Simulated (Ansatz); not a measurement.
## A computed series for WSe2: response to strain

Base system: WSe₂ in the 2H-MoS2 type structure (space group P6_3/mmc, No. 194; a = 3.2791 Å, c = 12.7861 Å; layered, stacked along the Cartesian z axis). Axes: x lies along a and z along c of the hexagonal cell.

Strains are applied to the cell and any free atomic positions relax.

Method: PBE-D3(BJ), PAW, 420 eV (Ansatz, a program for electronic structure; spin-orbit coupling left out).

Candidates:
(a) uniaxial strain ε_zz = +1.28 %
(b) uniaxial strain ε_zz = −3.22 %
(c) isotropic strain +1.90 %

Notes on the quantities. energy relative to the base: free energy F.

Problem. Order them by energy relative to the base, highest first.

Solution. (c) isotropic strain +1.90 % (+12 meV/atom), (b) uniaxial strain ε_zz = −3.22 % (+5.3 meV/atom), (a) uniaxial strain ε_zz = +1.28 % (+0.6 meV/atom)

Stability against distortions was not tested.
